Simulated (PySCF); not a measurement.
PySCF 2.14.0, R2SCAN/def2-svp, df: Cr(O)(S)(Br)(OH) ([O]=[Cr]([OH])(=[S])[Br]), 6 atoms. The geometry is a generated start, not checked to be a minimum at this level.

- task: energy
- method: r2scan
- basis: def2-svp
- two-electron scheme: density fitting
- mol.max_memory: 3000 MB
- mf.max_cycle: 100
- mf.conv_tol: 1e-09 (default)
- mf.grids.level: 3 (default)
- basis functions: 114
- grid points: 98184

```xyz
6

Cr     0.3302     0.1280    -0.1419
O      1.5515    -0.0444    -1.0814
S      1.0940     0.4223     1.7613
Br    -0.5295     2.1587    -0.6448
O     -0.9143    -0.9660     0.0234
H     -1.5319    -1.6986     0.0834
```

Charge 0 and multiplicity 1 are set for this test and not shown to be the ground state.

With the defaults (mf.DIIS = CDIIS, mf.diis_space = 8, mf.level_shift = 0, mf.diis = true, mf.damp = 0, mf.diis_start_cycle = 1, mf.init_guess = minao) it converges in 32 Fock builds. One run each on 2 threads, 1 BLAS thread, with these changes:
- mf.init_guess = 1e
- mf.DIIS = EDIIS
- mf.level_shift = 1 Hartree
- mf.level_shift = 0.1 Hartree
- mf.init_guess = huckel
- mf.diis = false, mf.damp = 0.7, mf.diis_start_cycle = 999
- mf.level_shift = 0.3 Hartree
- mf.diis_space = 12
- mf.diis_space = 3
- mf.diis = false

Q: Name the settings that don't reach the solution of the defaults.

A: No convergence: mf.DIIS = EDIIS; mf.diis_space = 3; mf.level_shift = 0.1 Hartree; mf.level_shift = 1 Hartree; mf.diis = false; mf.diis = false, mf.damp = 0.7, mf.diis_start_cycle = 999 (the run ends without SCF convergence in 100 cycles). The rest reach the solution of the defaults.

```json
[
 {"setting": "mf.init_guess = huckel", "Fock builds": "25", "end": "same solution"},
 {"setting": "the defaults", "Fock builds": "32", "end": "same solution"},
 {"setting": "mf.diis_space = 12", "Fock builds": "32", "end": "same solution"},
 {"setting": "mf.level_shift = 0.3 Hartree", "Fock builds": "38", "end": "same solution"},
 {"setting": "mf.init_guess = 1e", "Fock builds": "49", "end": "same solution"},
 {"setting": "mf.level_shift = 0.1 Hartree", "Fock builds": "21", "end": "no convergence"},
 {"setting": "mf.DIIS = EDIIS", "Fock builds": "101", "end": "no convergence"},
 {"setting": "mf.diis_space = 3", "Fock builds": "101", "end": "no convergence"},
 {"setting": "mf.level_shift = 1 Hartree", "Fock builds": "101", "end": "no convergence"},
 {"setting": "mf.diis = false", "Fock builds": "101", "end": "no convergence"},
 {"setting": "mf.diis = false, mf.damp = 0.7, mf.diis_start_cycle = 999", "Fock builds": "101", "end": "no convergence"}
]
```
